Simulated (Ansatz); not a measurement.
We consider 1T (CdI2-type) MnBr2, described by r²SCAN (plane waves, PAW; Ansatz, a first-principles code).

Run with plane-wave cutoff 500 eV, 12×12×6 k mesh (along the axes of the cell as run), Fermi–Dirac smearing 0.05 eV, spin-polarised start, scalar-relativistic PAW data made under PBE.

Cell (relaxed at this level):

```cif
data_Br2Mn
_chemical_formula_sum 'Mn1 Br2'
_space_group_name_H-M_alt 'P-3m1'
_space_group_IT_number 164
_space_group_name_Hall '-P 3 2"'
_cell_length_a 3.86937
_cell_length_b 3.86937
_cell_length_c 6.51834
_cell_angle_alpha 90.000
_cell_angle_beta 90.000
_cell_angle_gamma 120.000
loop_
_atom_site_label
_atom_site_type_symbol
_atom_site_symmetry_multiplicity
_atom_site_Wyckoff_symbol
_atom_site_fract_x
_atom_site_fract_y
_atom_site_fract_z
_atom_site_occupancy
Mn1 Mn 1 a 0.00000 0.00000 0.00000 1
Br1 Br 2 d 0.33333 0.66667 0.23132 1
```

### Question
Predict the band gap.

### Answer

- band gap = 2.63 eV (on the SCF k mesh)

Note: the magnetic order was assumed, not searched for or taken from measurement; the cell comes from a level without a dispersion term, which matters for the spacing of layers, chains or molecules; the volume lies 8 % above that of the published cell; the cell has widely spaced layers and the level no dispersion term, so their spacing and the moduli can rest on weak binding.

Spin–orbit coupling is not included.

Computed values are for the static lattice.
